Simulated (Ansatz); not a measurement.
# A computed series for Ru: pressure series

The reference is Ru in the hcp (Mg type) structure (space group P6_3/mmc, No. 194; a = 2.705 Å, c = 4.260 Å).

Cell and atoms are relaxed at each pressure.

All numbers come from r2SCAN, PAW, 500 eV (Ansatz, an electronic-structure program; no spin-orbit coupling).

Notes on the quantities. enthalpy: H = E + PV relative to the base's energy.

```tsv
case	density	enthalpy	shortest interatomic distance
base	12.44 g/cm³	–	2.641 Å
pressure −2 GPa	12.36 g/cm³	-0.17 eV/atom	2.646 Å
pressure −1 GPa	12.40 g/cm³	-0.08 eV/atom	2.644 Å
pressure 0.9 GPa	12.47 g/cm³	+0.08 eV/atom	2.639 Å
pressure 2.1 GPa	12.51 g/cm³	+0.18 eV/atom	2.636 Å
pressure 4.5 GPa	12.60 g/cm³	+0.38 eV/atom	2.630 Å
pressure 9 GPa	12.75 g/cm³	+0.75 eV/atom	2.620 Å
pressure 15 GPa	12.95 g/cm³	+1.24 eV/atom	2.607 Å
pressure 22.5 GPa	13.18 g/cm³	+1.84 eV/atom	2.593 Å
pressure 30 GPa	13.40 g/cm³	+2.43 eV/atom	2.579 Å
```

Load acts through the strain it causes; cell and atoms are relaxed under it. No phonon test of stability was made. Competing high-pressure phases were not computed. The final runs are not spin-polarised.
